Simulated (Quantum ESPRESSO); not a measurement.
Quantum ESPRESSO run on Pt (Fm-3m, 1 atom in the cell): self-consistent single point.

Method: PBEsol, SSSP 1.1.2 efficiency (PBE) pseudopotentials (plane waves; Quantum ESPRESSO).

```
Pt
1.0
   -1.95412     0.00000     1.95412
    0.00000     1.95412     1.95412
   -1.95412     1.95412     0.00000
Pt
1
Direct
  0.00000   0.00000   0.00000
```

Reference input (self-consistent single point, DFT, PBEsol, plane waves, SSSP 1.1.2 efficiency (PBE) pseudopotentials): ecutwfc = 40 Ry; ecutrho = 320 Ry; occupations = smearing; smearing = gauss; degauss = 0.0073499 Ry; input_dft = pbesol; potentials = {Pt: pt_pbe_v1.4.uspp.F.UPF}; K_POINTS = automatic 14 14 14 0 0 0; conv_thr = 1e-11 Ry; mixing_beta = 0.4. This run's input differs from it in these lines:

```diff
@@ -29,3 +29,3 @@
 K_POINTS automatic
-14 14 14  0 0 0
+17 17 17  0 0 0
```

Output (repeated stretches shortened):

```
     Self-consistent Calculation

     iteration #  1     ecut=    40.00 Ry     beta= 0.40

     negative rho (up, down):  1.809E-01 0.000E+00

     total energy              =    -210.20481469 Ry
     estimated scf accuracy    <       0.78308890 Ry

     iteration #  2     ecut=    40.00 Ry     beta= 0.40

     negative rho (up, down):  1.788E-01 0.000E+00

     total energy              =    -210.30397148 Ry
     estimated scf accuracy    <       0.02165624 Ry

     iteration #  3     ecut=    40.00 Ry     beta= 0.40

     negative rho (up, down):  1.778E-01 0.000E+00

     total energy              =    -210.30831937 Ry
     estimated scf accuracy    <       0.00111823 Ry

   [... 5 blocks of this kind left out ...]

     iteration #  9     ecut=    40.00 Ry     beta= 0.40

     negative rho (up, down):  1.776E-01 0.000E+00

     total energy              =    -210.30844549 Ry
     estimated scf accuracy    <          4.7E-11 Ry

     iteration # 10     ecut=    40.00 Ry     beta= 0.40

     negative rho (up, down):  1.776E-01 0.000E+00
     End of self-consistent calculation

     Number of k-points >= 100: set verbosity='high' to print the bands.

     the Fermi energy is    22.7350 ev

!    total energy              =    -210.30844550 Ry
     estimated scf accuracy    <          6.3E-12 Ry
     smearing contrib. (-TS)   =      -0.00069894 Ry
     internal energy E=F+TS    =    -210.30774656 Ry

     convergence has been achieved in  10 iterations

     negative rho (up, down):  1.776E-01 0.000E+00

     Forces acting on atoms (cartesian axes, Ry/au):

     atom    1 type  1   force =     0.00000000    0.00000000    0.00000000

     Total force =     0.000000     Total SCF correction =     0.000000

     negative rho (up, down):  1.776E-01 0.000E+00
          total   stress  (Ry/bohr**3)                   (kbar)     P=        9.09
   0.00006178   0.00000000   0.00000000            9.09        0.00        0.00
   0.00000000   0.00006178   0.00000000            0.00        9.09        0.00
   0.00000000   0.00000000   0.00006178            0.00        0.00        9.09

   JOB DONE.
```

The run converged in 10 iterations. Against the reference run the free energy goes up by 4.3 meV/atom and the pressure moves little (0.81 to 0.91 GPa).

The starting cell has typed, rounded lattice constants, without a prior relaxation at this level. Its lattice was rescaled by up to half a per cent. Spin polarisation is off.
